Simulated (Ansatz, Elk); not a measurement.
An Elk input for a self-consistent single point of HgS (F-43m, 2 atoms in the cell) (DFT, PBE, spin-orbit coupling in second variation, all-electron FP-LAPW, Elk's shipped species files, APW+lo basis with extra local orbitals):

```
tasks
  0

xctype
  20

spinorb
  .true.

rgkmax
  7.5

gmaxvr
  16.0

nxlo
  2

lorbcnd
  .true.

rmtscf
  0.9

lmaxi
  3

nempty
  10

swidth
  0.00183747

maxscl
  100

avec
    0.0000000000    5.5248694384    5.5248694384
    5.5248694384    0.0000000000    5.5248694384
    5.5248694384    5.5248694384    0.0000000000

atoms
  2
  'Hg.in'
  1
  0.0000000000  0.0000000000  0.0000000000    0.0 0.0 0.0
  'S.in'
  1
  0.2500000000  0.2500000000  0.2500000000    0.0 0.0 0.0

ngridk
  13 13 13
```

Write the same calculation as an input for Ansatz (an electronic-structure program).

This is the input that was run; spellings and numerical settings could be chosen otherwise.

Ansatz 0.2 input:
```yaml
# HgS
crystal:
  lattice:
    - [0.000000, 2.923635, 2.923635]
    - [2.923635, 0.000000, 2.923635]
    - [2.923635, 2.923635, 0.000000]
  atoms:
    - { symbol: Hg, position: [0.000000, 0.000000, 0.000000] }
    - { symbol: S, position: [0.250000, 0.250000, 0.250000] }
kpoints:
  mp_grid: { grid: [13, 13, 13] }
hamiltonian:
  xc: pbe
  pseudopotentials: { kind: paw }
magnetization:
  noncollinear: true
  spin_orbit: true
scf:
  occupations: { method: fermi_dirac, width: 0.05 eV }
output:
  forces: true
  eigenvalues: true
  stress: true
```

Basis, cutoffs, solver keys and any potentials are the target program's own. This input uses DFT, PBE with spin-orbit coupling, plane waves, default PAW files. Both were run: size of the net moment 0.00 μB/atom in Elk and 0.00 in Ansatz.

On Ansatz: the starting cell comes from a database of computed structures (which also holds hypothetical and non-ambient phases and stackings), without a prior relaxation at this level. Its lattice was rescaled by a random factor within 2.5 % of one. With a pressure of about 4 GPa the cell is away from its equilibrium volume at this level. A gap is left out here, as mesh or smearing make it unsure.

On Elk: the starting cell comes from a database of computed structures (which also holds hypothetical and non-ambient phases and stackings), without a prior relaxation at this level. Its lattice was rescaled by a random factor within 2.5 % of one. Values depend on the basis (sphere radii, cutoffs, local orbitals), which need not be converged. The run gives no clean gap (levels at the Fermi energy touch, overlap or are partly filled at this smearing), which alone does not show that the compound is a metal.
